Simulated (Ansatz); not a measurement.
The starting structures come from a database of crystals and need not be the phases stable at ambient conditions.

 Where the default PAW files enter, the runs use the earlier of Ansatz's two default sets.

Consider the following.

```yaml
crystal:
  lattice:
    - [4.52716, 0.00000, 0.00000]
    - [0.00000, 5.08125, 0.00000]
    - [0.00000, 0.00000, 4.11412]
  atoms:
    - { symbol: Si, position: [0.25000, 0.34769, 0.50000] }
    - { symbol: Si, position: [0.75000, 0.65231, 0.50000] }
    - { symbol: Si, position: [0.75000, 0.15231, 0.00000] }
    - { symbol: Si, position: [0.25000, 0.84769, 0.00000] }
    - { symbol: O, position: [0.42003, 0.61758, 0.26910] }
    - { symbol: O, position: [0.57997, 0.38242, 0.73090] }
    - { symbol: O, position: [0.92003, 0.88242, 0.23090] }
    - { symbol: O, position: [0.07997, 0.11758, 0.76910] }
    - { symbol: O, position: [0.57997, 0.88242, 0.76910] }
    - { symbol: O, position: [0.42003, 0.11758, 0.23090] }
    - { symbol: O, position: [0.07997, 0.61758, 0.73090] }
    - { symbol: O, position: [0.92003, 0.38242, 0.26910] }
```

Space group of this cell: Pbcn. The cell is taken as given; by r2SCAN its mean pressure is -9.8 GPa.

Transport runs along the normal of the first two printed cell vectors.

No gap correction and no spin-orbit coupling; mid-gap values are interpolated between computed energies.

Problem. Give the band gap and the smallest decay constant κ at mid-gap that r2SCAN (Ansatz, a first-principles code) yields.

Solution. Gap 6.20 eV on a 8×6×8 mesh; κ = 0.392 1/Å, at the zone centre.
